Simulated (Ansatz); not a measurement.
# Convergence study of the dielectric constant against the mesh for BAs (F-43m, 2 atoms in the cell)

```
BAs
1.0
    0.00000     2.38283     2.38283
    2.38283     0.00000     2.38283
    2.38283     2.38283     0.00000
B As
1 1
Direct
  0.00000   0.00000   0.00000
  0.25000   0.25000   0.25000
```

Method: PBE, PAW files (plane waves; Ansatz, a first-principles code).

Base settings: basis.ecutwfc = 420 eV; kpoints.mp_grid.grid = 9 9 9; hamiltonian.xc = pbe; hamiltonian.pseudopotentials = {kind: paw} (the program's default PAW files); scf.occupations.method = fermi_dirac; scf.occupations.width = 0.02 eV.

In this ladder: scf.occupations.method = fixed; scf.occupations.width = default; dielectric = true; dielectric.field_mesh = kpoints.

Only quantities that move along the ladder and can be compared are tabulated.

Core times come from one kind of shared machine, to one figure; runs under 30 s give none.

The starting cell has typed, rounded lattice constants, without a prior relaxation at this level. Its lattice was rescaled by up to half a per cent. In the base run, with a pressure of about 4 GPa the cell is away from its equilibrium volume at this level.

| kpoints.mp_grid.grid | largest Born charge (mean of the diagonal) (e) | mean ε∞ | core time / last (rough) |
|---|---|---|---|
| 3 3 3 | 0.545 | 7.320 | – |
| 4 4 4 | 0.530 | 8.200 | – |
| 5 5 5 | 0.528 | 8.776 | – |
| 6 6 6 | 0.525 | 9.155 | – |
| 7 7 7 | 0.523 | 9.389 | – |
| 9 9 9 | 0.522 | 9.618 | – |
| 11 11 11 | 0.521 | 9.699 | – |
| 14 14 14 | 0.521 | 9.734 | 0.3 |
| 18 18 18 | 0.521 | 9.742 | 0.6 |
| 22 22 22 | 0.521 | 9.743 | 1 |

Coarsest kpoints.mp_grid.grid that holds the mean ε∞ within 0.5 of the last step, with all finer ones: 7 7 7; the step before is off by 0.59.

Coarsest kpoints.mp_grid.grid that holds the largest Born charge (mean of the diagonal) within 0.005 e of the last step, with all finer ones: 6 6 6; the step before is off by 0.007 e.

Keys are those of Ansatz 0.2.
